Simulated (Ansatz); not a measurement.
## What isotropic strain +2.50 % does to Zn

Consider Zn in the hcp (Mg type) structure (space group P6_3/mmc, No. 194; a = 2.613 Å, c = 4.781 Å; relaxed with 0.1 eV smearing).

It is then changed as follows: the cell is scaled by 1.0250 in all directions, atoms relaxed at fixed cell.

Computed with Ansatz (an electronic-structure program), PBEsol, PAW, cutoff 420 eV, no spin-orbit coupling. k-mesh 25×25×13 (Γ-centred); smearing 0.1 eV (Fermi–Dirac).

| quantity | base | changed | shift |
|---|---|---|---|
| volume per atom | 14.14 Å³ | 15.22 Å³ | +1.087 Å³ |
| space group | P6_3/mmc (No. 194) | P6_3/mmc (No. 194) | – |
| shortest interatomic distance | 4.938 bohr | 5.061 bohr | +0.123 bohr |
| energy relative to the base (free energy F) | 0 meV/atom | +21 meV/atom | +21 meV/atom |
| band gap | zero | zero | – |

Final structure:

```
CELL_PARAMETERS angstrom
      2.67825     0.00000     0.00000
     -1.33913     2.31943     0.00000
      0.00000     0.00000     4.90099
ATOMIC_POSITIONS crystal
  Zn 0.66667 0.33333 0.75000
  Zn 0.33333 0.66667 0.25000
```

Cost of the whole job for the changed cell (relaxation, final SCF and bands): around 24 core-seconds (rough).

Whether these cells are dynamically stable was not tested.
